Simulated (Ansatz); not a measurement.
Consider HfN in the rock salt structure (space group Fm-3m, No. 225; a = 4.502 Å; relaxed with 0.1 eV smearing).

Level of theory: Kohn–Sham DFT with the PBEsol functional, run in Ansatz (a program for electronic structure) with PAW and 420 eV plane waves, no spin-orbit coupling.

Base values:

```
Quantity    Value
--------  -------
Pressure  0.0 GPa
```

One thing is altered: an isotropic linear strain of +0.50 %; the atoms relax in the strained cell.

Question: How does this affect the pressure?

Answer: The pressure goes from zero to -4.1 GPa.

Question: Estimate the effect on the energy relative to the base.

Answer: The energy rises by 2.2 meV/atom.

Whether these cells are dynamically stable was not tested. The final runs are not spin-polarised. An odd electron count without spin: HfN.
